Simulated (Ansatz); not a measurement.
WTe2 (P6₃/mmc, No. 194, 6 atoms in the cell; start mp-1019322; a measured phase of this formula has another space group), treated with LDA (Ansatz, a program for electronic structure, PAW).

Run with plane-wave cutoff 520 eV, 12×12×4 k mesh (along the axes of the cell as run), Fermi–Dirac smearing 0.01 eV, no spin polarisation, scalar-relativistic PAW data made under PBE.

Cell (relaxed at this level):

```cif
data_Te4W2
_chemical_formula_sum 'Te4 W2'
_space_group_name_H-M_alt 'P 1'
_space_group_IT_number 1
_cell_length_a 3.47545
_cell_length_b 3.47545
_cell_length_c 13.82486
_cell_angle_alpha 90.000
_cell_angle_beta 90.000
_cell_angle_gamma 120.000
loop_
_space_group_symop_operation_xyz
  'x, y, z'
loop_
_atom_site_label
_atom_site_type_symbol
_atom_site_fract_x
_atom_site_fract_y
_atom_site_fract_z
_atom_site_occupancy
Te1 Te 0.33333 0.66667 0.88046 1
Te2 Te 0.66667 0.33333 0.11954 1
Te3 Te 0.66667 0.33333 0.38046 1
Te4 Te 0.33333 0.66667 0.61954 1
W1 W 0.33333 0.66667 0.25000 1
W2 W 0.66667 0.33333 0.75000 1
```

Task: What does this level give for the band gap and direct gap at Γ?

Result: 
- band gap = 0.83 eV (on the SCF k mesh)
- direct gap at Γ = 3.10 eV

Note: the relaxation could not lower the start's symmetry, so the cell can be a saddle point above a distorted one.

Spin–orbit coupling is not included; with these elements it can move the gap by several tenths of an eV or more.

The computed numbers hold no vibrational or temperature effects.

It cost around 5 core-minutes (rough) of CPU time.

A start named mp-… is a Materials Project structure, which need not be a measured phase.
